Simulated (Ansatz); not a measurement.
Given:

```
CELL_PARAMETERS angstrom
     -2.83588     2.83588     5.80026
      2.83588    -2.83588     5.80026
      2.83588     2.83588    -5.80026
ATOMIC_POSITIONS crystal
  Ga 0.50000 0.50000 0.00000
  Ga 0.25000 0.75000 0.50000
  Cu 0.00000 0.00000 0.00000
  Cu 0.75000 0.25000 0.50000
  Se 0.87500 0.88134 0.50634
  Se 0.11866 0.62500 0.99366
  Se 0.37500 0.36866 0.49366
  Se 0.63134 0.12500 0.00634
```

No spin polarisation.

The values are results of Ansatz (a first-principles code), PBE, PAW, cutoff 420 eV, scalar-relativistic without spin-orbit coupling, not measurements. Settings: 8×8×8 k-points, 0.05 eV Fermi–Dirac smearing.

### Question
Predict the pressure, space group and band gap.

### Answer
The pressure (mean of the normal stresses, compression positive) is -1.7 GPa and the space group comes out as I-42d (No. 122). The band gap is zero.

The cells carry an imposed strain or load. No phonon test of stability was made. All final runs are without spin polarisation. The cell was made from GaCuSe2 in the chalcopyrite structure (space group I-42d, No. 122) by this change: uniaxial strain ε_zz = +3.00 %. Gaps under 0.05 eV, about the width of the smearing, are given as zero. A zero or small gap of GaCuSe2 can be the functional's error rather than a property of the material.
